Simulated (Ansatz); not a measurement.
Start from CdTe (space group P3_121, No. 152; a = 4.524 Å, c = 10.262 Å; a cell from a computed database, its experimental status unchecked). Axes: x lies along a and z along c of the hexagonal cell.

It is then changed as follows: biaxial strain −2.73 %, plane normal [001], relaxed out of plane (Cartesian); in-plane vectors clamped, the third vector and the atoms free.

Levels (all Ansatz, a quantum-chemistry and plane-wave program, PAW): PBEsol (420 eV, no SOC); r2SCAN (500 eV, scalar-relativistic without spin-orbit coupling); HSE06 (420 eV, no spin-orbit coupling).

At the geometry relaxed with PBEsol, these levels gave the following band gaps, in shuffled order: (a) 1.16 eV, (b) 0.30 eV, (c) 0.91 eV.

**Question.** Match each gap to its level.

**Answer.** (a) HSE06; (b) PBEsol; (c) r2SCAN.

Single points use the geometry relaxed with PBEsol. The hybrid gap comes from the SCF mesh plus the semilocal run's edge points and a few special points and is an upper bound. Spin-orbit coupling, missing from the scalar runs, can matter with Te. Stability against distortions was not tested. This is not the structure that CdTe has at room temperature and ambient pressure.
